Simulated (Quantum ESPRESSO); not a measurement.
Sensitivity of a calculation on CdO₂ (P1, 6 atoms in the cell) to its settings

```xyz
6
Lattice="2.7147 -5.9523 0.0000 2.7147 5.9523 0.0000 -2.4432 0.0000 2.7149" Properties=species:S:1:pos:R:3 pbc="T T T"
Cd     2.7286    -4.2175     0.1900
Cd     2.7471     4.1897     0.1590
O      4.3005     0.0189     0.9728
O      1.3498     0.0110     0.4894
O      1.5094    -2.8419     1.5876
O      1.5026     2.8398     1.5423
```

Base run A: Quantum ESPRESSO 7.5 with LDA (PZ), GBRV 1.5 ultrasoft (LDA) pseudopotentials, self-consistent single point.

Its settings: ecutwfc = 40 Ry; ecutrho = 200 Ry; occupations = smearing; smearing = marzari-vanderbilt; degauss = 0.0073499 Ry; potentials = {Cd: cd_lda_v1.uspp.F.UPF, O: o_lda_v1.2.uspp.F.UPF}; K_POINTS = automatic 5 5 7 0 0 0; conv_thr = 1e-10 Ry.

The starting cell comes from a database of computed structures (which also holds hypothetical and non-ambient phases and stackings), without a prior relaxation at this level. Its atoms were displaced at random from the sites of space group no. 8. In the base run, with a pressure of about -12 GPa the cell is away from its equilibrium volume at this level. In the base run, forces exceed 1 eV/Å. The run gives no clean gap (levels at the Fermi energy touch, overlap or are partly filled at this smearing), which alone does not show that the compound is a metal.

ΔF is the free energy per atom less that of run A. A dash stands where there is no value to compare (another energy zero or no entropy term, no result, no spin, no clean gap, or a mesh too coarse for one). Total energies depend on the potentials, the functional and any Hubbard or dispersion term, so they are compared only between runs that share all of them.

Runs:
- B: conv_thr: 1e-10 Ry → 7.3e-12 Ry
- C: degauss: 0.0073499 Ry → 0.0147 Ry
- D: ecutwfc: 40 Ry → 55 Ry; ecutrho: 200 Ry → 440 Ry; pseudopotentials: {Cd: cd_lda_v1.uspp.F.UPF, O: o_lda_v1.2.uspp.F.UPF} → {Cd: Cd.pbe-dn-rrkjus_psl.0.3.1.UPF, O: O.pbe-n-kjpaw_psl.0.1.UPF}; input_dft: default → pbesol [PBEsol]
- E: K_POINTS: automatic 5 5 7 0 0 0 → automatic 3 3 5 0 0 0
- F: nbnd: default → 25
- G: mixing_ndim: default → 20
- H: ecutwfc: 40 Ry → 55 Ry; ecutrho: 200 Ry → 440 Ry; pseudopotentials: {Cd: cd_lda_v1.uspp.F.UPF, O: o_lda_v1.2.uspp.F.UPF} → {Cd: Cd.pbe-dn-rrkjus_psl.0.3.1.UPF, O: O.pbe-n-kjpaw_psl.0.1.UPF}; input_dft: default → wc [Wu-Cohen GGA]
- I: diagonalization: default → rmm-paro

```json
[
 {"run": "A", "ΔF (meV/atom)": "0.00", "pressure (GPa)": "-12.10", "largest force (eV/Å)": "1.648", "k-points": "88"},
 {"run": "B", "ΔF (meV/atom)": "0.00", "pressure (GPa)": "-12.10", "largest force (eV/Å)": "1.648", "k-points": "88"},
 {"run": "C", "ΔF (meV/atom)": "-3.1", "pressure (GPa)": "-12.07", "largest force (eV/Å)": "1.638", "k-points": "88"},
 {"run": "D", "ΔF (meV/atom)": "–", "pressure (GPa)": "-8.27", "largest force (eV/Å)": "1.556", "k-points": "88"},
 {"run": "E", "ΔF (meV/atom)": "-1.92", "pressure (GPa)": "-12.26", "largest force (eV/Å)": "1.607", "k-points": "23"},
 {"run": "F", "ΔF (meV/atom)": "0.63", "pressure (GPa)": "-12.10", "largest force (eV/Å)": "1.675", "k-points": "88"},
 {"run": "G", "ΔF (meV/atom)": "0.00", "pressure (GPa)": "-12.10", "largest force (eV/Å)": "1.648", "k-points": "88"},
 {"run": "H", "ΔF (meV/atom)": "–", "pressure (GPa)": "-8.15", "largest force (eV/Å)": "1.575", "k-points": "88"},
 {"run": "I", "ΔF (meV/atom)": "0.00", "pressure (GPa)": "-12.10", "largest force (eV/Å)": "1.648", "k-points": "88"}
]
```

Run D against A: The pressure goes from -12.10 to -8.27 GPa and the largest force goes from 1.648 to 1.556 eV/Å.

Run C against A: The free energy drops by 3.1 meV/atom, the pressure stays near -12.07 GPa while the zz stress (positive for compression) goes from -15.07 to -14.72 GPa and the largest force goes from 1.648 to 1.638 eV/Å.
